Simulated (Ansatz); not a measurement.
System: MoPt₂ (Immm, No. 71). Method: r²SCAN (Ansatz, a program for electronic structure, PAW).

Run with plane-wave cutoff 560 eV, 24×24×24 k mesh, Fermi–Dirac smearing 0.05 eV, no spin polarisation, scalar-relativistic PAW data made under PBE.

Energies at three volumes about the minimum:

```
V (Å³/atom)  E − E_lowest (meV/atom)
-----------  -----------------------
14.807                          5.77
15.109                          0.00
15.411                          5.32
```

Fit a parabola by hand: where is the minimum, and what is the bulk modulus?

Slopes: (0.00 − 5.77)/(15.109 − 14.807) = -19.106 and (5.32 − 0.00)/(15.411 − 15.109) = 17.616 meV/Å³. Curvature E″ = 2 × (17.616 − (-19.106))/(15.411 − 14.807) = 121.596 meV/Å⁶. From the middle of the first interval, the slope vanishes at V0 = 14.9580 − (-19.106)/121.596 = 15.115 Å³/atom. B = V0 E″ = 15.115 × 121.596 meV/Å³ × 0.1602 GPa per meV/Å³ = 294 GPa. The full Birch–Murnaghan fit to all volumes gives V0 = 15.109 Å³/atom and B0 = 294 GPa.

Shape and atoms are relaxed at each volume.

Note: the relaxation could not lower the start's symmetry, so the cell can be a saddle point above a distorted one.
